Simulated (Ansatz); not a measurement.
Band structure of Mg (P6_3/mmc, 2 atoms in the cell).

```yaml
crystal:
  lattice:
    - [3.19993, 0.00000, 0.00000]
    - [-1.59997, 2.77122, 0.00000]
    - [0.00000, 0.00000, 5.18644]
  atoms:
    - { symbol: Mg, position: [0.33333, 0.66667, 0.25000] }
    - { symbol: Mg, position: [0.66667, 0.33333, 0.75000] }
```

Level of theory: PBE, harder PAW files (source: ansatz) (plane waves; Ansatz, a program for electronic structure).

Settings: basis.ecutwfc = 45.6 Ry; kpoints.mp_grid.grid = 6 6 3; hamiltonian.xc = pbe; hamiltonian.pseudopotentials = {kind: paw, source: ansatz}; scf.occupations.method = methfessel_paxton; scf.occupations.width = 0.01 Ry; kpoints.band_path.npoints = 6.

The starting cell comes from a database of computed structures (which also holds hypothetical and non-ambient phases and stackings), without a prior relaxation at this level. Its lattice was rescaled by a random factor within 2.5 % of one.

Levels in eV from the Fermi level, bands 7 to 13:
```csv
point,7,8,9,10,11,12,13
Γ,-42.68,-42.68,-6.85,-1.59,-1.16,10.98,10.98
M,-42.69,-42.69,-2.07,-2.06,2.73,3.09,3.35
K,-42.69,-42.69,-0.55,-0.53,-0.53,4.20,4.20
A,-42.68,-42.68,-5.46,-5.46,5.12,5.12,11.73
L,-42.69,-42.69,-1.03,-1.03,-0.38,-0.38,8.10
H,-42.69,-42.69,0.27,0.27,0.74,0.74,1.61
```

Bands cross the Fermi level along this path, so the cell is metallic at this level.

Keys are those of Ansatz 0.2.
